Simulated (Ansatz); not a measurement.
WC under a change: biaxial strain −1.00 %, plane normal [001], relaxed out of plane

Start from WC (space group P-6m2, No. 187; a = 2.884 Å, c = 2.812 Å; relaxed with 0.1 eV smearing). Axes: x lies along a and z along c of the hexagonal cell.

The change: compressive biaxial strain of 1.00 % in the plane normal to [001], as in epitaxy on a mismatched substrate; the out-of-plane cell vector and the atoms relax.

The values are results of DFT with LDA, PAW potentials and a 420 eV plane-wave cutoff in Ansatz (a quantum-chemistry and plane-wave program), no SOC, not measurements. Γ-centred 23×23×20 mesh, Fermi–Dirac width 0.1 eV.

| quantity | base | changed | shift |
|---|---|---|---|
| space group | P-6m2 (No. 187) | P-6m2 (No. 187) | – |
| shortest interatomic distance | 2.179 Å | 2.170 Å | -0.009 Å |
| pressure (mean of the normal stresses, compression positive) | 0.0 GPa | 6.5 GPa | +6.5 GPa |
| band gap | zero | zero | – |
| out-of-plane strain | – | +0.39 % | – |
| mean in-plane stress (compression positive) | – | +9.8 GPa | – |

Final structure (turned so that z lies along the plane normal):

```xyz
2
Lattice="2.8555 0.0000 0.0000 1.4277 2.4729 0.0000 0.0000 0.0000 2.8226" Properties=species:S:1:pos:R:3 pbc="T T T"
W      0.0000     0.0000     0.0000
C      1.4277     0.8243     1.4113
```

No phonon test of stability was made. The final runs are not spin-polarised.
